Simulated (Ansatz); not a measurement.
# TiSi (model structure, started from the WC type, P-6m2, No. 187, 2 atoms in the cell)

Calculation: r²SCAN in Ansatz (PAW).

Run with plane-wave cutoff 500 eV, 18×18×12 k mesh (along the axes of the cell as run), Fermi–Dirac smearing 0.05 eV, no spin polarisation, scalar-relativistic PAW data made under PBE.

Cell (relaxed at this level):

```cif
data_SiTi
_chemical_formula_sum 'Ti1 Si1'
_space_group_name_H-M_alt 'P-6m2'
_space_group_IT_number 187
_space_group_name_Hall 'P -6 2'
_cell_length_a 2.85601
_cell_length_b 2.85601
_cell_length_c 4.19577
_cell_angle_alpha 90.000
_cell_angle_beta 90.000
_cell_angle_gamma 120.000
loop_
_atom_site_label
_atom_site_type_symbol
_atom_site_symmetry_multiplicity
_atom_site_Wyckoff_symbol
_atom_site_fract_x
_atom_site_fract_y
_atom_site_fract_z
_atom_site_occupancy
Ti1 Ti 1 a 0.00000 0.00000 0.00000 1
Si1 Si 1 f 0.66667 0.33333 0.50000 1
```

```
Property  Result
--------  ------
band gap    none
```

Note: the relaxation could raise the start's symmetry but not lower it, so the cell can be a saddle point.

Computed values are for the static lattice.

A model structure was made by putting elements into a prototype or built by hand; it is no filed structure, need not be a known phase, and can be a saddle point held by its symmetry.

Ansatz is a first-principles code.
